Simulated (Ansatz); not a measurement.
We consider A15 V3Si (cubic form, which distorts at low temperature), described by PBE (Ansatz, a program for electronic structure, plane waves, PAW).

Total energies, extrapolated to zero smearing (they compare only within this program, potentials and cutoff):

| system | energy (eV/atom) |
|---|---|
| A15 V3Si (cubic form, which distorts at low temperature), relaxed | -2343.7274 |
| bcc V | -2912.4129 |
| diamond-structure Si | -635.8103 |

Q: Work out the enthalpy of formation per atom.

A: ΔH_f ≈ ΔE = -2343.7274 − [3 × (-2912.4129) + 1 × (-635.8103)]/4 = -0.465 eV/atom (0 K, no vibrations). The reference value is -0.481 ± 0.02 eV/atom (measured, 298 K, copied from a table, unchecked, no zero-point or thermal correction; as tabulated in Wang et al. (2021), doi:10.1038/s41598-021-94550-5), a difference of +0.016 eV/atom.

The PAW data were made under PBE.

Note: symmetry holds this phase in the static calculation, where it need not be a minimum.
